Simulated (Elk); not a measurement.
## Input and output of a self-consistent single point for MgGeAs2 (I-42d, 8 atoms in the cell) (Elk)

Computed with LDA (PW92), all-electron FP-LAPW, Elk's shipped species files, default APW+lo basis (Elk).

This input was run:

```
tasks
  0

rmtscf
  0.9

swidth
  0.00183747

maxscl
  100

scale
  13.17305892

avec
   -0.4274207701    0.4274207701    0.7966322681
    0.4274207701   -0.4274207701    0.7966322681
    0.4274207701    0.4274207701   -0.7966322681

sppath
  'species/'

atoms
  3
  'Mg.in'
  2
  0.7500000000  0.2500000000  0.5000000000    0.0 0.0 0.0
  0.0000000000  0.0000000000  0.0000000000    0.0 0.0 0.0
  'Ge.in'
  2
  0.5000000000  0.5000000000  0.0000000000    0.0 0.0 0.0
  0.2500000000  0.7500000000  0.5000000000    0.0 0.0 0.0
  'As.in'
  4
  0.8750000000  0.3999000000  0.0249000000    0.0 0.0 0.0
  0.6001000000  0.6250000000  0.4751000000    0.0 0.0 0.0
  0.3750000000  0.8501000000  0.9751000000    0.0 0.0 0.0
  0.1499000000  0.1250000000  0.5249000000    0.0 0.0 0.0

ngridk
  3 3 3
```

The program printed (abridged):

```
│ Elk code version 10.2.4 │

All units are atomic (Hartree, Bohr, etc.)

│ Ground-state run starting from atomic densities │

Lattice vectors :
  -5.630438988       5.630438988       10.49408381
   5.630438988      -5.630438988       10.49408381
   5.630438988       5.630438988      -10.49408381

Unit cell volume      :    1330.727197
Brillouin zone volume :   0.1864020018

Muffin-tin inner radius fraction :   0.1000000000E-01

Nuclei treated as point charges

Species :    1 (Mg)
 parameters loaded from : Mg.in
 name : magnesium
 nuclear charge    :   -12.00000000
 electronic charge :    12.00000000
 atomic mass :    44305.30462
 muffin-tin radius :    1.980000000
 number of radial points in muffin-tin :    397
 atomic positions (lattice), magnetic fields (Cartesian) :
   1 :   0.00000000  0.00000000  0.00000000    0.00000000  0.00000000  0.00000000
   2 :   0.25000000  0.75000000  0.50000000    0.00000000  0.00000000  0.00000000

Species :    2 (Ge)
 parameters loaded from : Ge.in
 name : germanium
 nuclear charge    :   -32.00000000
 electronic charge :    32.00000000
 atomic mass :    132414.6195
 muffin-tin radius :    2.160000000
 number of radial points in muffin-tin :    497
 atomic positions (lattice), magnetic fields (Cartesian) :
   1 :   0.75000000  0.25000000  0.50000000    0.00000000  0.00000000  0.00000000
   2 :   0.50000000  0.50000000  0.00000000    0.00000000  0.00000000  0.00000000

Species :    3 (As)
 parameters loaded from : As.in
 name : arsenic
 nuclear charge    :   -33.00000000
 electronic charge :    33.00000000
 atomic mass :    136573.7219
 muffin-tin radius :    2.160000000
 number of radial points in muffin-tin :    497
 atomic positions (lattice), magnetic fields (Cartesian) :
   1 :   0.12500000  0.14990000  0.52490000    0.00000000  0.00000000  0.00000000
   2 :   0.85010000  0.37500000  0.97510000    0.00000000  0.00000000  0.00000000
   [... lines left out ...]
Maximum |G| for potential and density :    12.00000000
 potential will be trimmed for |G| > 2 gkmax
Constant for pseudocharge density :    6
Radial integration step length :    4

G-vector grid sizes :     54    54    54
Number of G-vectors :    38853

Maximum angular momentum used for
 APW functions                      :    8
 outer part of muffin-tin           :    6
 inner part of muffin-tin           :    1

Total nuclear charge    :   -220.0000000
Total core charge       :    112.0000000
Total valence charge    :    108.0000000
Total excess charge     :    0.000000000
Total electronic charge :    220.0000000

Effective Wigner radius, rₛ :    1.130297016

Number of empty states         :   32
Total number of valence states :   86
Total number of core states    :  112

Total number of local-orbitals :  106

Exchange-correlation functional :      3     0     0
 Perdew-Wang/Ceperley-Alder, Phys. Rev. B 45, 13244 (1992)
 gradient requirement :    0
 local density approximation (LDA)

Smearing type :    3
 Fermi-Dirac
Smearing width :   0.1837470000E-02
Effective electronic temperature (K) :    580.2271348

Mixing type :    3
 Broyden mixing, J. Phys. A: Math. Gen. 17, L317 (1984)

Kohn-Sham potential initialised from atomic data
│ Self-consistent loop started │
│ Loop number : 1 │
 total energy                :     -13640.6273989
│ Loop number : 2 │
 total energy                :     -13640.4393190
RMS change in Kohn-Sham potential (target) :   0.7556615305E-01 (  0.1000000000E-05)
Absolute change in total energy (target)   :   0.1880798859     (  0.1000000000E-03)
│ Loop number : 3 │
 total energy                :     -13639.4034083
RMS change in Kohn-Sham potential (target) :   0.7036326970E-01 (  0.1000000000E-05)
Absolute change in total energy (target)   :    1.082930630     (  0.1000000000E-03)
│ Loop number : 4 │
 total energy                :     -13635.3729634
RMS change in Kohn-Sham potential (target) :   0.5213694969E-01 (  0.1000000000E-05)
Absolute change in total energy (target)   :    4.301177611     (  0.1000000000E-03)
│ Loop number : 5 │
 total energy                :     -13629.2242597
RMS change in Kohn-Sham potential (target) :   0.2506830813E-01 (  0.1000000000E-05)
Absolute change in total energy (target)   :    7.223998029     (  0.1000000000E-03)
   [... lines left out ...]
Absolute change in total energy (target)   :   0.1364135606E-01 (  0.1000000000E-03)
│ Loop number : 12 │
 total energy                :     -13623.7564770
RMS change in Kohn-Sham potential (target) :   0.9308090971E-06 (  0.1000000000E-05)
Absolute change in total energy (target)   :   0.4311041113E-02 (  0.1000000000E-03)
│ Loop number : 13 │
 total energy                :     -13623.7563428
RMS change in Kohn-Sham potential (target) :   0.4779526583E-06 (  0.1000000000E-05)
Absolute change in total energy (target)   :   0.1212037896E-02 (  0.1000000000E-03)
│ Loop number : 14 │
 total energy                :     -13623.7563352
RMS change in Kohn-Sham potential (target) :   0.1087351871E-06 (  0.1000000000E-05)
Absolute change in total energy (target)   :   0.3105672040E-03 (  0.1000000000E-03)
│ Loop number : 15 │
 total energy                :     -13623.7563345
RMS change in Kohn-Sham potential (target) :   0.1461776170E-07 (  0.1000000000E-05)
Absolute change in total energy (target)   :   0.7835639190E-04 (  0.1000000000E-03)
Convergence targets achieved

│ Loop number : 16 │

Energies :
 Fermi                       :     0.146690176976
 sum of eigenvalues          :     -7845.92722498
 electron kinetic            :      13910.2472866
 core electron kinetic       :      12734.7346265
 Coulomb                     :     -27026.0154631
 Coulomb potential           :     -21083.4286603
 nuclear-nuclear             :     -1342.36764332
 electron-nuclear            :     -30283.8669793
 Hartree                     :      4600.21915949
 Madelung                    :     -16484.3011330
 xc potential                :     -672.745851242
 exchange                    :     -488.532667338
 correlation                 :     -19.4554850524
 electron entropic           :    -0.690543321561E-05
 total energy                :     -13623.7563358

Density of states at Fermi energy :   0.3062498464
 (states/Hartree/unit cell)

Estimated indirect band gap :   0.2051153537E-01
 from k-point      1 to k-point      1
Estimated direct band gap   :   0.2051153537E-01
 at k-point      1

Charges :
 core                        :    112.0000000
 valence                     :    108.0000000
 interstitial                :    15.98996241
 muffin-tins (core leakage)
  species :    1 (Mg)
   atom    1                 :    10.30502781     (   0.000000000    )
   atom    2                 :    10.30502781     (   0.000000000    )
  species :    2 (Ge)
   atom    1                 :    29.94348931     (  0.1331251543E-02)
   atom    2                 :    29.94348931     (  0.1331251543E-02)
  species :    3 (As)
   atom    1                 :    30.87825084     (  0.6314616065E-03)
   atom    2                 :    30.87825084     (  0.6314616065E-03)
   atom    3                 :    30.87825084     (  0.6314616065E-03)
   atom    4                 :    30.87825084     (  0.6314616065E-03)
 total in muffin-tins        :    204.0100376
 total calculated charge     :    219.9512569
 total charge                :    220.0000000
 error                       :   0.4874309531E-01

│ Self-consistent loop stopped │
```

The run converged in 16 iterations. The count includes the last loop, which Elk runs after its targets are met.

The starting cell comes from a database of computed structures (which also holds hypothetical and non-ambient phases and stackings), without a prior relaxation at this level. Values depend on the basis (sphere radii, cutoffs, local orbitals), which need not be converged.

Cost on one core of a shared machine: roughly 2 min.
